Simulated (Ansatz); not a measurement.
The reference is La2O3 (space group P-3m1, No. 164).

```xyz
5
Lattice="3.9352 0.0000 0.0000 -1.9676 3.4080 0.0000 0.0000 0.0000 6.1257" Properties=species:S:1:pos:R:3 pbc="T T T"
La     0.0000     2.2720     1.5077
La     1.9676     1.1360     4.6180
O      0.0000     0.0000     0.0000
O      0.0000     2.2720     3.9579
O      1.9676     1.1360     2.1677
```

Levels (all Ansatz, an electronic-structure program, PAW, earlier PAW set): r2SCAN (500 eV, no SOC); HSE06 (420 eV, without spin-orbit coupling).

The geometry is relaxed with r2SCAN.

| Property | Result |
|---|---|
| r2SCAN lowest conduction level above the VBM at special points | K 4.23 eV; M 4.28 eV; H 4.65 eV; Γ 4.75 eV |

Question: Predict the lowest conduction level above the VBM at special points from HSE06.

Answer: The lowest conduction level above the VBM at special points changes from K 4.23 eV; M 4.28 eV; H 4.65 eV; Γ 4.75 eV to K 5.29 eV; M 5.38 eV; H 5.88 eV; Γ 6.06 eV.

Single points use the geometry relaxed with r2SCAN. The hybrid gap comes from the SCF mesh plus the semilocal run's edge points and a few special points and is an upper bound. The levels and masses belong to the bands next to the band gap. No phonon test of stability was made.
